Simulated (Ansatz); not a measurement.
Here is the system:

```xyz
8
Lattice="4.4352 0.0000 0.0000 -2.2176 3.8410 0.0000 0.0000 0.0000 14.6108" Properties=species:S:1:pos:R:3 pbc="T T T"
Ag     0.0000     0.0000     4.6980
Ag     0.0000     0.0000    12.0035
Ag     2.2176     1.2803     6.2638
Ag     0.0000     2.5607    13.5692
I      0.0000     0.0000     0.2686
I      0.0000     0.0000     7.5740
I      2.2176     1.2803     3.3805
I      0.0000     2.5607    10.6859
```

A single point on AgI, its geometry relaxed with PBE-D3(BJ).

Calculations: PBE (Ansatz, a program for electronic structure), with spin-orbit coupling. k-mesh 9×9×3 (Γ-centred); smearing 0.05 eV (Fermi–Dirac).

Problem. Predict the band gap and valence-band top at Γ.

Solution. The band gap comes out as 1.16 eV. The valence-band top at Γ (three highest Kramers pairs, from the VBM) comes out as 0.00, -0.20, -0.29 eV.

Single points use the geometry relaxed with PBE-D3(BJ). Whether these cells are dynamically stable was not tested. The cell is AgI (space group P6_3mc, No. 186; layered, stacked along the Cartesian z axis).
